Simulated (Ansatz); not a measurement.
A working Ansatz (an electronic-structure program) input for TiAs2O7 (P2_1/c, 40 atoms in the cell) (DFT, PBEsol, plane waves, default PAW files made with PBE):

Ansatz 0.2 input:
```yaml
crystal:
  lattice:
    - [5.149172, 0.000000, 0.000000]
    - [0.000000, 13.005214, 0.000000]
    - [-4.958995, 0.000000, 8.297367]
  atoms:
    - { symbol: As, position: [0.235680, 0.811380, 0.440080] }
    - { symbol: As, position: [0.764320, 0.311380, 0.059920] }
    - { symbol: As, position: [0.764320, 0.188620, 0.559920] }
    - { symbol: As, position: [0.235680, 0.688620, 0.940080] }
    - { symbol: As, position: [0.877460, 0.515570, 0.690560] }
    - { symbol: As, position: [0.122540, 0.015570, 0.809440] }
    - { symbol: As, position: [0.122540, 0.484430, 0.309440] }
    - { symbol: As, position: [0.877460, 0.984430, 0.190560] }
    - { symbol: Ti, position: [0.643000, 0.654100, 0.346700] }
    - { symbol: Ti, position: [0.357000, 0.154100, 0.153300] }
    - { symbol: Ti, position: [0.357000, 0.345900, 0.653300] }
    - { symbol: Ti, position: [0.643000, 0.845900, 0.846700] }
    - { symbol: O, position: [0.318100, 0.743100, 0.321000] }
    - { symbol: O, position: [0.681900, 0.243100, 0.179000] }
    - { symbol: O, position: [0.681900, 0.256900, 0.679000] }
    - { symbol: O, position: [0.318100, 0.756900, 0.821000] }
    - { symbol: O, position: [0.537800, 0.679400, 0.127300] }
    - { symbol: O, position: [0.462200, 0.179400, 0.372700] }
    - { symbol: O, position: [0.462200, 0.320600, 0.872700] }
    - { symbol: O, position: [0.537800, 0.820600, 0.627300] }
    - { symbol: O, position: [0.726000, 0.616500, 0.564800] }
    - { symbol: O, position: [0.274000, 0.116500, 0.935200] }
    - { symbol: O, position: [0.274000, 0.383500, 0.435200] }
    - { symbol: O, position: [0.726000, 0.883500, 0.064800] }
    - { symbol: O, position: [0.986000, 0.572900, 0.381100] }
    - { symbol: O, position: [0.014000, 0.072900, 0.118900] }
    - { symbol: O, position: [0.014000, 0.427100, 0.618900] }
    - { symbol: O, position: [0.986000, 0.927100, 0.881100] }
    - { symbol: O, position: [0.911000, 0.775400, 0.427600] }
    - { symbol: O, position: [0.089000, 0.275400, 0.072400] }
    - { symbol: O, position: [0.089000, 0.224600, 0.572400] }
    - { symbol: O, position: [0.911000, 0.724600, 0.927600] }
    - { symbol: O, position: [0.362700, 0.534600, 0.258000] }
    - { symbol: O, position: [0.637300, 0.034600, 0.242000] }
    - { symbol: O, position: [0.637300, 0.465400, 0.742000] }
    - { symbol: O, position: [0.362700, 0.965400, 0.758000] }
    - { symbol: O, position: [0.185400, 0.938800, 0.369400] }
    - { symbol: O, position: [0.814600, 0.438800, 0.130600] }
    - { symbol: O, position: [0.814600, 0.061200, 0.630600] }
    - { symbol: O, position: [0.185400, 0.561200, 0.869400] }
kpoints:
  mp_grid: { grid: [3, 1, 2] }
hamiltonian:
  xc: pbesol
  pseudopotentials: { kind: paw }
scf:
  occupations: { method: fermi_dirac, width: 0.0073 Ry }
output:
  forces: true
  eigenvalues: true
  stress: true
```

The run converged in 10 iterations: free energy E − TS (on the zero of these files) -64102.9466 eV; gap on the k-point mesh 2.97 eV; pressure -1.29 GPa; largest force (vector length) 0.521 eV/Å. Each of these slips is then made, one at a time:

(1)
```diff
-  mp_grid: { grid: [3, 1, 2] }
+  mp_grid: { grid: [3, 1, 2], shift: [1, 1, 1] }
```

(2)
```diff
+  convergence: { dr2_threshold: 1.0e-02 eV }
```

(3)
```diff
+  max_iter: 40
+  convergence: { dr2_threshold: 1.0e-22 eV }
```

Problem. Predict the outcome of each change.

Solution. 
(1) A mesh shift typed as a flag of 1. The program stopped before any SCF iteration.
```
Error: invalid value for `kpoints.mp_grid.shift`: each number counts steps of the mesh from Γ, half a step is 0.5 and a whole step moves no point: type 0.5 for a flag of 1, and leave whole steps out of any other number: each must be finite and in (-1, 1); got [1, 1, 1]
```

(2) A convergence threshold that is too loose. The run converged in 6 iterations, and against the sound input the free energy stays essentially unchanged (within 1 meV/atom), the pressure stays at -1.29 GPa, the largest force moves little (0.521 to 0.522 eV/Å) and the gap on the mesh stays at 2.969 eV. The full log also holds (shortened here): “iter 4 did not close the SCF: its close was put off for the readings that it lacked (scf_convergence_deferred on its scf_iter line)” and “iter 5 did not close the SCF: its close was put off for the readings that it lacked (scf_convergence_deferred on its scf_iter line)”.

(3) A threshold far tighter than needed, beside a limit on iterations. The run converged in 34 iterations, and against the sound input the free energy is nearly the same (within 1 meV/atom), the pressure stays at -1.29 GPa, the largest force stays at 0.521 eV/Å and the gap on the mesh stays at 2.969 eV. It cost iterations: the sound input took 10.

The starting cell comes from a database of published, mostly measured structures (it also holds non-ambient and calculated ones), without a prior relaxation at this level. Its lattice was rescaled by a random factor within 2.5 % of one. Ansatz's pressure includes its estimate of the finite-basis (Pulay) stress.

Left out of this page: 3 runs of the series outside the window shown, repeating another row's setting, or not comparable; 1 run of the series stopped by limits of time or memory.
